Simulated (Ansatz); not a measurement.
**WC under a change: strain tensor (xx, yy, zz, yz, xz, xy) = (+1.00, −2.23, −0.12, −0.15, −0.63, +0.37) %**

Consider WC (space group P-6m2, No. 187; a = 2.898 Å, c = 2.828 Å). Axes: x lies along a and z along c of the hexagonal cell.

One thing is altered: the symmetric strain tensor [0.0100 0.0036 -0.0062; 0.0036 -0.0223 -0.0014; -0.0062 -0.0014 -0.0012]; the atoms relax in the strained cell.

The values are results of PBEsol (Ansatz, an electronic-structure program; PAW; 420 eV plane waves; spin-orbit coupling left out), not measurements. k-mesh 18×18×16 (Γ-centred); smearing 0.05 eV (Fermi–Dirac).

| quantity | base | changed | shift |
|---|---|---|---|
| shortest interatomic distance | 2.191 Å | 2.168 Å | -0.023 Å |
| energy relative to the base (free energy F) | 0 meV/atom | +13 meV/atom | +13 meV/atom |
| band gap | zero | zero | – |
| stress (xx, yy, zz, yz, xz, xy; compression positive) (rough) | – | (-1.0, 14.8, 3.5, 1.0, 4.1, -1.9) GPa | – |

Final structure:

```
CELL_PARAMETERS angstrom
      2.92745     0.01058    -0.01812
     -1.45456     2.44888     0.00542
     -0.01767    -0.00410     2.82433
ATOMIC_POSITIONS crystal
  W  0.00164 0.00247 0.00009
  C  0.66502 0.33087 0.49991
```

Without a gap, meshes like the base's 18×18×16 leave anisotropic stresses uncertain by several tenths of a GPa, and small strain energies with them. Stability against distortions was not tested. The final runs are not spin-polarised.
